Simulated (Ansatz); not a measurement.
Given:

```yaml
crystal:
  lattice:
    - [0.00000, 3.04991, 3.04991]
    - [3.04991, 0.00000, 3.04991]
    - [3.04991, 3.04991, 0.00000]
  atoms:
    - { symbol: Se, position: [0.75000, 0.75000, 0.75000] }
    - { symbol: Cd, position: [0.00000, 0.00000, 0.00000] }
```

A single point on CdSe with a change (pressure 0.9 GPa), its geometry relaxed with r2SCAN.

All numbers come from HSE06 in Ansatz (plane waves to 420 eV, PAW, spin-orbit coupling included). Γ-centred 6×6×6 mesh, Fermi–Dirac width 0.01 eV.

Problem. Predict the band gap and valence-band top at Γ.

Solution. Band gap: 1.39 eV
Valence-band top at Γ (three highest Kramers pairs, from the VBM): 0.00, 0.00, -0.41 eV

Single points use the geometry relaxed with r2SCAN. Load acts through the strain it causes; cell and atoms are relaxed under it. Whether these cells are dynamically stable was not tested. The cell was made from CdSe in the zinc blende structure (space group F-43m, No. 216) by this change: pressure 0.9 GPa.

Ansatz is a first-principles code.
